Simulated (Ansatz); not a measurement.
The starting structures come from a database of crystals and need not be the phases stable at ambient conditions.

Here is the system:

```yaml
crystal:
  lattice:
    - [9.05758, 0.00000, 0.00000]
    - [-2.02620, 8.82804, 0.00000]
    - [0.88713, 4.10289, 0.96436]
  atoms:
    - { symbol: La, position: [0.50000, 0.50000, 0.50000] }
    - { symbol: Al, position: [0.00000, 0.00000, 0.00000] }
    - { symbol: H, position: [0.06005, 0.41193, 0.46797] }
    - { symbol: H, position: [0.93995, 0.58807, 0.53203] }
    - { symbol: H, position: [0.70817, 0.70817, 0.52361] }
    - { symbol: H, position: [0.29183, 0.29183, 0.47639] }
    - { symbol: H, position: [0.70817, 0.35629, 0.57925] }
    - { symbol: H, position: [0.29183, 0.64371, 0.42075] }
```

Space group of this cell: R-3m. The cell is taken as given.

Transport runs along the normal of the first two printed cell vectors, the (111) plane of the conventional cell.

The gap is the functional's own, uncorrected, and κ follows it; spin-orbit coupling is left out. Mid-gap values are interpolated between the computed energies.

Problem. Estimate the band gap and the smallest decay constant κ at mid-gap that r2SCAN (Ansatz, a quantum-chemistry and plane-wave program) returns for this system.

Solution. Gap 2.96 eV on a 30×30×30 mesh; κ = 0.281 1/Å, at (0.000, 0.500) of the in-plane reciprocal vectors. At the zone centre, at the nearest computed energy, the slowest state has κ = 0.29 1/Å.
